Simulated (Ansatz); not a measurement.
The parent structure is CoSi$_{2}$ (space group Fm-3m, No. 225; a = 5.3149 Å; non-magnetic). Axes: x, y, z lie along the cube axes.

Calculations: r2SCAN in Ansatz (plane waves to 500 eV, PAW, without spin-orbit coupling).

Now apply this change: a free-standing slab of 2 layers (6 atoms, 3 a layer) is cut normal to [111], with 15 Å of vacuum and the in-plane cell held at bulk.

### Question
What happens to the change of the spacing d23 from its bulk value of 0.767 Å and excess energy per area of both faces?

### Answer
The change of the spacing d23 from its bulk value of 0.767 Å is +1.8 %; the excess energy per area of both faces (slab less bulk energy over the cell's area: twice a surface energy) is 3.2 J/m² (uncertain by up to 0.08 J/m²).

Slab and bulk use different k-meshes, which limits the precision of the excess energy. Stability against distortions was not tested. Starting moments died away, wholly or in part, for the base; another magnetic solution may exist. All final runs are without spin polarisation. An odd electron count without spin: CoSi2.

Ansatz is a program for electronic structure.
